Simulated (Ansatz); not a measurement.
PBE-D3(BJ) against PBEsol-D3(BJ): MoSe2, Mo → B

Take MoSe2 in the 2H-MoS2 type structure (space group P6_3/mmc, No. 194; a = 3.2770 Å, c = 12.7310 Å; layered, stacked along the Cartesian z axis) as the base.

(Cell as relaxed with PBE-D3(BJ).)

Levels (all Ansatz, a quantum-chemistry and plane-wave program, PAW, earlier PAW set): PBE-D3(BJ) (420 eV, scalar-relativistic without spin-orbit coupling); PBEsol-D3(BJ) (420 eV, scalar-relativistic without spin-orbit coupling).

Each level relaxes its own structure.

| base | PBE-D3(BJ) | PBEsol-D3(BJ) |
|---|---|---|
| volume per atom | 19.73 Å³ | 18.56 Å³ |
| lattice parameter a | 3.277 Å | 3.228 Å |
| band gap | 0.74 eV | 0.54 eV |

The change: B takes the place of Mo on all its sites, then cell and atoms are relaxed.

```csv
quantity,PBE-D3(BJ),PBEsol-D3(BJ)
c/a ratio,3.301,(withheld)
band gap,zero,(withheld)
lattice parameter a,3.207 Å,(withheld)
```

**Question.** Predict the PBEsol-D3(BJ) column.

**Answer.** 
- c/a ratio, PBEsol-D3(BJ): 3.258
- band gap, PBEsol-D3(BJ): zero
- lattice parameter a, PBEsol-D3(BJ): 3.176 Å

PBE-D3(BJ)'s c/a ratio lies 0.043 above PBEsol-D3(BJ)'s; PBE-D3(BJ)'s lattice parameter a lies 0.031 Å above PBEsol-D3(BJ)'s (1.0 %); the two agree on the band gap. Neither level is exact; PBEsol-D3(BJ) is the comparison here, not a measurement.

Whether these cells are dynamically stable was not tested. As relaxed here, BSe2 is a hypothetical phase, not in the database extracts checked. The final runs are not spin-polarised.
